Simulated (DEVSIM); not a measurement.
**Si p+/n-/n+ power diode**

Structure: Si p+/n-/n+ power diode, at 300 K.

| layer (left to right) | material | thickness (μm) | Nd (cm⁻³) | Na (cm⁻³) | τn (s) | τp (s) |
|---|---|---|---|---|---|---|
| 1 | Si | 3.10 | - | 2.5e18 | 0.00045 | 0.00045 |
| 2 | Si | 7.20 | 1.3e14 | - | 0.00045 | 0.00045 |
| 3 | Si | 9.60 | 9.3e18 | - | 0.00045 | 0.00045 |

Left contact: ohmic. Right contact: ohmic. Voltage is applied to the left contact. Recombination: SRH at mid-gap. Mobility is μmin + (μ − μmin)/(1 + (N/Nref)^α).

The device is made up for the run: typed textbook-type constants, with dimensions and the other settings drawn at random. Values at 300 K.

```tsv
parameter	Si
gap (eV)	1.124
affinity (eV)	4.05
permittivity	11.7
Nc (cm⁻³)	2.86e19
Nv (cm⁻³)	3.1e19
μn (cm²/Vs)	1417
μp (cm²/Vs)	470
μn,min	52
μp,min	45
Nref,n	9.7e16
Nref,p	2.2e17
αn	0.68
αp	0.72
```

Simulated with DEVSIM: 1D drift-diffusion, Boltzmann statistics, complete ionisation; no tunnelling, impact ionisation, image-force lowering or self-heating.

| Quantity | Result |
|---|---|
| Potential step across the device at zero bias | 1.030 V |
| Dark forward voltage at 1 A/cm² | 0.769 V |
| Dark forward voltage at 100 A/cm² | 0.890 V |

Dark forward current:

(V (V), J (A/cm²)): (0.05, 1.1e-10); (0.10, 4.0e-10); (0.20, 4.2e-9); (0.25, 1.5e-8); (0.35, 3.2e-7); (0.40, 1.8e-6); (0.50, 4.9e-5); (0.55, 0.00026); (0.65, 0.010); (0.70, 0.070); (0.80, 3.3); (0.85, 22); (0.95, 790); (1.00, 2900)

Small-signal capacitance in reverse bias (quasi-static):

```json
[
 {"V (V)": "-2", "C (nF/cm²)": "2.05"},
 {"V (V)": "-5", "C (nF/cm²)": "1.51"},
 {"V (V)": "-10", "C (nF/cm²)": "1.45"},
 {"V (V)": "-15", "C (nF/cm²)": "1.45"},
 {"V (V)": "-20", "C (nF/cm²)": "1.44"},
 {"V (V)": "-30", "C (nF/cm²)": "1.44"},
 {"V (V)": "-40", "C (nF/cm²)": "1.44"},
 {"V (V)": "-50", "C (nF/cm²)": "1.44"},
 {"V (V)": "-65", "C (nF/cm²)": "1.44"},
 {"V (V)": "-80", "C (nF/cm²)": "1.44"},
 {"V (V)": "-100", "C (nF/cm²)": "1.44"}
]
```
